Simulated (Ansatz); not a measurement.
## Al2O3, pressure series

Take Al2O3 in the corundum structure (space group R-3c, No. 167; a = 4.808 Å, c = 13.122 Å (hexagonal axes)) as the base.

Cell and atoms are relaxed at each pressure.

Computed with PBE (Ansatz, a program for electronic structure), scalar-relativistic without spin-orbit coupling, earlier PAW set.

| case | electron mass | lattice parameter a |
|---|---|---|
| base | 0.38 mₑ along c, 0.37 mₑ across (at Γ) | 4.808 Å |
| pressure −2 GPa | – | 4.822 Å |
| pressure −1 GPa | 0.38 mₑ along c, 0.36 mₑ across (at Γ) | 4.815 Å |
| pressure 0.9 GPa | 0.39 mₑ along c, 0.37 mₑ across (at Γ) | 4.802 Å |
| pressure 2.1 GPa | 0.39 mₑ along c, 0.37 mₑ across (at Γ) | 4.794 Å |
| pressure 4.5 GPa | 0.40 mₑ along c, 0.37 mₑ across (at Γ) | 4.779 Å |
| pressure 9 GPa | 0.41 mₑ along c, 0.38 mₑ across (at Γ) | 4.752 Å |
| pressure 15 GPa | 0.42 mₑ along c, 0.39 mₑ across (at Γ) | 4.719 Å |
| pressure 22.5 GPa | 0.44 mₑ along c, 0.40 mₑ across (at Γ) | 4.682 Å |
| pressure 30 GPa | 0.45 mₑ along c, 0.41 mₑ across (at Γ) | 4.648 Å |

The levels and masses belong to the bands next to the band gap. Load acts through the strain it causes; cell and atoms are relaxed under it. Effective masses come from finite differences of ±0.01 Å⁻¹. Whether these cells are dynamically stable was not tested. Competing high-pressure phases were not computed.
